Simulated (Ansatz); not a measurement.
Start from KBr in the rock salt structure (space group Fm-3m, No. 225; a = 6.608 Å). Axes: x, y, z lie along the cube axes.

Computed with Ansatz (a quantum-chemistry and plane-wave program) r2SCAN, no SOC.

Strains are applied to the cell and any free atomic positions relax; under biaxial strain the out-of-plane vector relaxes too.

One change was made to it. Results:

The pressure (mean of the normal stresses, compression positive) stays essentially unchanged (0.01 GPa against 0.00 GPa); the valley order (the lowest conduction-band minima on the path, energy above the VBM, named in the base's zone) becomes Γ 5.04 eV; X along [100] 6.32 eV; X along [001] 6.36 eV; X along [010] 6.37 eV (base: Γ 5.07 eV; X along ⟨100⟩ 6.36 eV); the electron mass changes from 0.39 mₑ (at Γ) to 0.40 mₑ along x, 0.38 mₑ across (at Γ).

**Question.** What was done to the base?
(A) strain tensor (xx, yy, zz, yz, xz, xy) = (−1.60, +1.07, +0.78, +0.24, −0.35, −0.27) %
(B) uniaxial strain ε_yy = −2.07 %
(C) isotropic strain −3.17 %
(D) biaxial strain −0.92 %, plane normal [001], relaxed out of plane
(E) biaxial strain +1.40 %, plane normal [001], relaxed out of plane

**Answer.** A, strain tensor (xx, yy, zz, yz, xz, xy) = (−1.60, +1.07, +0.78, +0.24, −0.35, −0.27) %. For comparison, the valley order in the other runs: isotropic strain −3.17 % gives Γ 5.36 eV; X along ⟨100⟩ 6.23 eV; biaxial strain −0.92 %, plane normal [001], relaxed out of plane gives Γ 5.11 eV; X along [100] 6.33 eV; X along [001] 6.35 eV; uniaxial strain ε_yy = −2.07 % gives Γ 5.12 eV; X along [010] 6.31 eV; X along [001] 6.34 eV; biaxial strain +1.40 %, plane normal [001], relaxed out of plane gives Γ 4.99 eV; X along [001] 6.37 eV; X along [100] 6.39 eV.

The levels and masses belong to the bands next to the band gap. Masses are band curvatures over ±0.01 Å⁻¹ around the edge. No phonon test of stability was made.
